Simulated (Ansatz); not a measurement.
An Ansatz (a program for electronic structure) input for (Ti,W)N alloy cell TiWN2 (rock salt start):

Ansatz 0.2 input:
```yaml
crystal:
  lattice:
    - [-0.264211472, 4.45759674, 4.45753464]
    - [4.193401514, -0.000008414, 4.193327996]
    - [4.193391639, 4.193383338, 0.000001462]
  atoms:
    - { symbol: Ti, position: [0.00324993, -0.000396866, -0.000927091] }
    - { symbol: Ti, position: [0.003387159, -0.0004951, 0.498054993] }
    - { symbol: Ti, position: [-0.00078515, 0.498747182, 0.000888859] }
    - { symbol: Ti, position: [-0.005789041, 0.501424035, 0.502121989] }
    - { symbol: W, position: [0.501069384, -0.000435927, -0.000313612] }
    - { symbol: W, position: [0.499906421, -0.000594028, 0.500377949] }
    - { symbol: W, position: [0.499556644, 0.500844092, -0.000365556] }
    - { symbol: W, position: [0.499554193, 0.500913087, 0.500042283] }
    - { symbol: N, position: [0.240422848, 0.25480828, 0.253270222] }
    - { symbol: N, position: [0.240432933, 0.254810227, 0.751455042] }
    - { symbol: N, position: [0.240008614, 0.751115202, 0.254426013] }
    - { symbol: N, position: [0.239423573, 0.752642854, 0.754058625] }
    - { symbol: N, position: [0.759157456, 0.245937146, 0.247532] }
    - { symbol: N, position: [0.759784439, 0.244257188, 0.747970787] }
    - { symbol: N, position: [0.760307489, 0.748228276, 0.244649602] }
    - { symbol: N, position: [0.760313119, 0.748194346, 0.746757844] }
basis:
  ecutwfc: 420
  ecutrho_ratio: 4
  xc_grid: 2
kpoints:
  mp_grid: { grid: [5, 5, 5] }
hamiltonian:
  xc: pbe
  dispersion: none
  pseudopotentials: { kind: paw }
scf:
  n_extra_bands: 25
  occupations: { method: fermi_dirac, width: 0.05 }
output:
  forces: true
  stress: true
relax:
  f_tol: 0.03
  max_steps: 90
  cell: { stress_tol: 0.15 }
```

Method: PBE (plane waves to 420 eV, PAW; Ansatz). No spin–orbit coupling; the runs are not spin-polarised. Its k-point mesh 5×5×5, Fermi–Dirac width 0.05 eV.

What does the end of the output print (band table and long remarks left out, numbers rounded to eight decimals)?


```
SCF converged after 7 iterations
Free energy (F): -54623.677181 eV
Harris-Foulkes:  -54623.677181 eV  (|F-HF|=0.00e0)
Internal energy: -54623.621323 eV  (E = F + TS)
E sigma→0 (E₀):  -54623.649252 eV
Entropy (-TS):   -0.055858 eV (-3.491 meV/atom)
Fermi energy:    19.890644 eV
--- Per-component energies (eV) ---
  E_band       = -558.660591
  E_kinetic    = 3964.222862
  E_local      = -6019.792468  (includes V_loc(G=0)·N_el)
  E_nonlocal   = 391.311134
  E_hartree    = 2254.993693
  E_xc         = -1950.055831
  E_vxc        = -2070.582976  (∫ρ·V_xc dr)
  E_paw        = -39456.785750  (= ΣΔE_a)
  E_vpaw       = -1333.807488  (= ΣTr[D̂ρ^β])
  E_aug_tail   = 0.000949  (compensation charges beyond the density's cutoff)
  E_ewald      = -13807.515913
  E_smearing   = -0.055858  (= −TS)
  E_closure    = 0.000000  (closes the sum)
  Σ components = -54623.677181   (vs F -54623.677181, Δ=0.00e0)
--- Forces (eV/Å), atoms counted from 1 ---
  atom   1  Ti    -0.00639668    -0.00117811     0.00281100
  atom   2  Ti     0.00220150     0.00761675     0.00333127
  atom   3  Ti     0.00426744    -0.00238935    -0.00176997
  atom   4  Ti    -0.00124097    -0.00488586    -0.00448429
  atom   5  W      0.00145288    -0.00098090    -0.01420565
  atom   6  W      0.00257857     0.00308827    -0.00278447
  atom   7  W     -0.00155703     0.00080394     0.01118059
  atom   8  W     -0.00266884    -0.00115206     0.00782394
  atom   9  N     -0.00861342     0.00024799    -0.00411700
  atom  10  N     -0.00180390     0.00582035    -0.00170882
  atom  11  N      0.00182585    -0.00500362     0.01575044
  atom  12  N      0.00093373    -0.00326974     0.01248561
  atom  13  N      0.00144000    -0.00330294     0.00025657
  atom  14  N      0.00568887    -0.00031666     0.00168216
  atom  15  N      0.00196094     0.00145967    -0.01128348
  atom  16  N     -0.00006905     0.00344239    -0.01496772
  max |Σ_I F_I| component: 1.66e-7 eV/Å
--- Stress (GPa, compression-positive) ---
       -0.043824      -0.001585      -0.027677
       -0.001585      -0.035778      -0.021829
       -0.027677      -0.021829      -0.097457
  P = ⅓ Tr σ = -0.0590 GPa (-0.590 kbar)
--- Relaxed structure (12 steps of the walk, 11 accepted, 2 SCFs on fresh bases) ---
  F+E_penalty+E_count = -54623.67718118 eV   max|allowed force component| = 1.575e-2 eV/Å   (the final SCF, on the basis selected at the relaxed cell)
  cell:  # Å, volume = 158.9148 Å³
    - [-0.07843915, 4.30512773, 4.39310220]
    - [4.23622207, -0.01372732, 4.32373638]
    - [4.22203059, 4.22594772, 0.00046424]
  atoms:
    - { symbol: Ti, position: [0.00629245, 0.01826424, -0.00468442] }
    - { symbol: Ti, position: [0.00646034, 0.01338478, 0.48021704] }
    - { symbol: Ti, position: [-0.00599288, 0.48144660, 0.00485559] }
    - { symbol: Ti, position: [-0.00669607, 0.48683528, 0.51966103] }
    - { symbol: W, position: [0.49654201, -0.03259188, 0.03759765] }
    - { symbol: W, position: [0.49573673, -0.02202265, 0.49568362] }
    - { symbol: W, position: [0.50338012, 0.53271917, -0.03764988] }
    - { symbol: W, position: [0.50426869, 0.52193761, 0.50434692] }
    - { symbol: N, position: [0.25525744, 0.26598779, 0.23779994] }
    - { symbol: N, position: [0.27604822, 0.24274966, 0.74270765] }
    - { symbol: N, position: [0.23933735, 0.73313826, 0.26391007] }
    - { symbol: N, position: [0.21498378, 0.76129030, 0.75970491] }
    - { symbol: N, position: [0.72390518, 0.25732312, 0.25716088] }
    - { symbol: N, position: [0.74478375, 0.23406258, 0.76231292] }
    - { symbol: N, position: [0.78497633, 0.73872101, 0.24017064] }
    - { symbol: N, position: [0.76071655, 0.76675412, 0.73620539] }
```

Cost: roughly 16 core-minutes.
